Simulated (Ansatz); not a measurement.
# Mo under a change: uniaxial strain ε_zz = −1.00 %

The reference is Mo in the bcc (W type) structure (space group Im-3m, No. 229; a = 3.1300 Å; relaxed with 0.1 eV smearing). Axes: x, y, z lie along the cube axes.

Modification: the cell is compressed by 1.00 % along z with no lateral relaxation; the atoms relax in the strained cell.

Calculations: PBEsol (Ansatz, a program for electronic structure; PAW; 420 eV plane waves; no SOC). Settings: 29×29×29 k-points, 0.1 eV Fermi–Dirac smearing.

The volume per atom falls by 0.15 Å³ to 15.18 Å³ and the shortest interatomic distance shrinks by 0.009 Å, from 2.711 Å to 2.702 Å. The energy rises by 2.4 meV/atom and the pressure (mean of the normal stresses, compression positive) goes from zero to 2.9 GPa. The band gap is still zero and the stress (xx, yy, zz, yz, xz, xy; compression positive) amounts to (1.8, 1.8, 5.1, 0.0, 0.0, 0.0) GPa.

Cost of the whole job for the changed cell (relaxation, final SCF and bands): around 40 core-seconds (rough).

No phonon test of stability was made. All final runs are without spin polarisation.
